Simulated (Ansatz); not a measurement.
The starting structures come from a database of crystals and need not be the phases stable at ambient conditions.

# Evanescent states of Ba$_{3}$(PS$_{4}$)$_{2}$ (P-3m1, not sure to be the ambient phase, 13 atoms a cell, 26.2 Å³ an atom) along the normal of (101)

All values below come from PBEsol (plane waves, PAW; Ansatz, a quantum-chemistry and plane-wave program).

The gap is the functional's own, uncorrected, and κ follows it; spin-orbit coupling is left out. Mid-gap values are interpolated between the computed energies.

Energies count from the valence-band top; κ is the least over a 6×4 mesh across the current.

| E (eV) | κ (1/Å) | where |
|---|---|---|
| 0.06 | 0.096 | off Γ |
| 0.17 | 0.151 | off Γ |
| 0.28 | 0.187 | off Γ |
| 0.39 | 0.214 | off Γ |
| 0.49 | 0.236 | off Γ |
| 0.60 | 0.247 | Γ |
| 0.71 | 0.250 | Γ |
| 0.82 | 0.253 | Γ |
| 0.94 | 0.254 | Γ |
| 1.04 | 0.254 | Γ |
| 1.16 | 0.253 | Γ |
| 1.26 | 0.249 | Γ |
| 1.38 | 0.244 | off Γ |
| 1.49 | 0.224 | off Γ |
| 1.59 | 0.201 | off Γ |
| 1.71 | 0.171 | off Γ |
| 1.81 | 0.131 | off Γ |
| 1.93 | 0.063 | off Γ |

### Question
How thick must the barrier be to attenuate the transmission by 10^8 when the electrodes' Fermi level lies at 0.28 eV, and what attenuation does that film give at 0.71 eV?

### Answer
d = 8 ln 10 / (2 × 0.187) = 49.3 Å. At 0.71 eV it gives 8 × 0.250/0.187 = 10.7 decades.
